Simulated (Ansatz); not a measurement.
Ga vacancy + O vacancy (V_Ga+V_O) in beta Ga2O3 (the name describes the start): one set of geometries, relaxed with PBE, evaluated in Ansatz (PAW, plane waves to 420 eV, 500 eV under r2SCAN) with PBE, r2SCAN.

Details: 120-site cell; 2×2×2 shifted k-points; start: the Ga(1) site; O(1) 1.86 Å away; charged states image-corrected; energies good to tenths of an eV; relaxed from one start, so a lower configuration may exist; flagged in the runs: a host whose relaxation on this sampling wasn't shown to rest.

```csv
quantity,PBE,r2SCAN
host gap (eV),2.01,2.65
ε(+1/0) above the VBM (eV),0.21,0.60
largest moment on one atom at charge +1 (μB),0.65,0.77
"neutral formation energy against alpha gallium, O2 molecule in a box (eV)",8.57,9.81
largest moment on one atom at charge 0 (μB),0.39,0.47
```

PBE narrows the gap by 0.64 eV against r2SCAN, the highest level run, and puts the level shown 0.39 eV lower above the valence-band maximum (from the rounded values).

Ansatz is a quantum-chemistry and plane-wave program.
